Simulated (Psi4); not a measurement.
Psi4 1.11, unrestricted PBE/def2-svp: Si(Me)2(Cl)2 cation (C[Si](C)(Cl)Cl), charge +1, multiplicity 2, 11 atoms. The geometry is a generated start, not checked to be a minimum at this level.

| Quantity | Result |
|---|---|
| task | energy |
| method | pbe |
| basis | def2-svp |
| memory | 3 GB |
| maxiter | 100 |
| keys of the molecule block | symmetry c1 |
| scf_type | df (default) |
| guess | auto, which took SAD (default) |
| scf_initial_accelerator | adiis (default) |
| e_convergence | 1e-06 (default) |
| d_convergence | 1e-06 (default) |
| dft_radial_points | 75 (default) |
| dft_spherical_points | 302 (default) |
| basis functions | 112 |
| grid points | 233947 |

```xyz
11

C      1.4695    -0.5737    -0.3981
Si     0.0466     0.6581    -0.1252
C     -1.5225    -0.1831     0.5423
Cl     0.6447     2.0844     1.1956
Cl    -0.3895     1.5653    -1.8920
H      1.1944    -1.3415    -1.1151
H      2.3557    -0.0725    -0.7796
H      1.7465    -1.0676     0.5279
H     -2.3200     0.5384     0.7009
H     -1.8931    -0.9338    -0.1491
H     -1.3323    -0.6739     1.4925
```

Charge 1 and multiplicity 2 are set for this test and not shown to be the ground state.

One run each on 2 threads. Values of diis_max_vecs tried: 3, 6, 10 (default), 20.

Task: How does the count of SCF iterations change with diis_max_vecs, and where is it least?

Result: Fewest SCF iterations, within one of each other: 10 (default) with 11, 20 with 11. The count rises to 13 at 6. The run ends without SCF convergence in 100 iterations at 3.

```json
[
 {"diis_max_vecs": "3", "SCF iterations": "100", "end": "no convergence"},
 {"diis_max_vecs": "6", "SCF iterations": "13", "end": "same solution"},
 {"diis_max_vecs": "10 (default)", "SCF iterations": "11", "end": "same solution"},
 {"diis_max_vecs": "20", "SCF iterations": "11", "end": "same solution"}
]
```
